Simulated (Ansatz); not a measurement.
Input and output of a self-consistent single point for Si (P3m1, 4 atoms in the cell) (Ansatz, a program for electronic structure).

Method: LDA (PW92), default PAW files made with PBE (plane waves; Ansatz).

The change in words: 1 x 1 x 1 supercell, one Si atom moved by 0.02 angstrom along z. Reference geometry:
```
CELL_PARAMETERS angstrom
      3.81216     0.00000     0.00000
     -1.90608     3.30143     0.00000
      0.00000     0.00000     6.30096
ATOMIC_POSITIONS crystal
  Si 0.33333 0.66667 0.06301
  Si 0.66667 0.33333 0.93699
  Si 0.66667 0.33333 0.56301
  Si 0.33333 0.66667 0.43699
```

Reference input (self-consistent single point, DFT, LDA (PW92), plane waves, default PAW files made with PBE): basis.ecutwfc = 420 eV; kpoints.mp_grid.grid = 8 8 4; hamiltonian.xc = lda; hamiltonian.pseudopotentials = {kind: paw} (the program's default PAW files); scf.occupations.method = fermi_dirac; scf.occupations.width = 0.05 eV. This run's input differs from it in these lines:

```diff
@@ -9,3 +9,3 @@
     - { symbol: Si, position: [0.666667, 0.333333, 0.936990] }
-    - { symbol: Si, position: [0.666667, 0.333333, 0.563010] }
+    - { symbol: Si, position: [0.666667, 0.333333, 0.566184] }
     - { symbol: Si, position: [0.333333, 0.666667, 0.436990] }
```

Log, with long lists cut:

```
SCF iter   1: F=—  HF=-2434.547443 eV  |F-HF|=—  |Δ(HF+E_count)|=         —  Δρ=3.91e-3  dr2=7.32e-3  ethr=1.77e-3  ⟨swp⟩=6.2  Hψ=3006  notcnv=0
all-band conjugate gradients solve this SCF's bands
preconditioner: auto → none
SCF iter   2: F=—  HF=-2434.546395 eV  |F-HF|=—  |Δ(HF+E_count)|=   1.05e-3  Δρ=1.81e-3  dr2=1.47e-3  ethr=4.57e-5  ⟨swp⟩=1.8  Hψ=848  notcnv=0
SCF iter   3: F=—  HF=-2434.546205 eV  |F-HF|=—  |Δ(HF+E_count)|=   1.90e-4  Δρ=2.38e-4  dr2=2.14e-4  ethr=9.16e-6  ⟨swp⟩=2.2  Hψ=641  notcnv=0
SCF iter   4: F=—  HF=-2434.546168 eV  |F-HF|=—  |Δ(HF+E_count)|=   3.73e-5  Δρ=1.19e-4  dr2=5.05e-5  ethr=1.34e-6  ⟨swp⟩=2.0  Hψ=588  notcnv=0
SCF iter   5: F=—  HF=-2434.546156 eV  |F-HF|=—  |Δ(HF+E_count)|=   1.17e-5  Δρ=3.55e-5  dr2=3.73e-6  ethr=3.15e-7  ⟨swp⟩=2.3  Hψ=561  notcnv=0
SCF iter   6: F=-2434.546156 eV  HF=-2434.546156 eV  |F-HF|=4.84e-8  |Δ(HF+E_count)|=   7.72e-7  Δρ=9.20e-6  dr2=9.26e-8  ethr=6.25e-10  ⟨swp⟩=4.2  Hψ=2000  notcnv=0
SCF 1 converged in 6 iterations: F = -2434.546156 eV  dr2 = 9.26e-8
Free energy (F): -2434.546156 eV
Internal energy: -2434.545629 eV  (E = F + TS)
E sigma→0 (E₀):  -2434.545892 eV
Entropy (-TS):   -0.000527 eV (-0.132 meV/atom)
Fermi energy:    6.562887 eV
--- Forces (eV/Å), atoms counted from 1 ---
  atom   1  Si     0.00000000    -0.00000000     0.01723403
  atom   2  Si    -0.00000000     0.00000000     0.16324071
  atom   3  Si    -0.00000000     0.00000000    -0.30676740
  atom   4  Si     0.00000000    -0.00000000     0.12629329
--- Stress (GPa, compression-positive) ---
       -0.928262      -0.000000      -0.000000
        0.000000      -0.928262      -0.000000
       -0.000000      -0.000000      -0.196265
  P = ⅓ Tr σ = -0.6843 GPa (-6.843 kbar)
  The stress holds the Pulay correction. Without it, at fixed plane waves, as pw.x and ABINIT print it: P = -0.7299 GPa
```

The run converged in 6 iterations. Against the reference run the free energy stays essentially unchanged (within 1 meV/atom), the pressure stays near -0.68 GPa while the zz stress (positive for compression) goes from -0.63 to -0.20 GPa, the largest force goes from 0.009 to 0.307 eV/Å and the gap on the mesh goes from 0.283 to 0.265 eV.

The starting cell comes from a database of computed structures (which also holds hypothetical and non-ambient phases and stackings), without a prior relaxation at this level. Its lattice was rescaled by up to half a per cent. For this run, on top of that: 1 x 1 x 1 supercell, one Si atom moved by 0.02 angstrom along z. Ansatz's pressure includes its estimate of the finite-basis (Pulay) stress.

Keys are those of Ansatz 0.2.
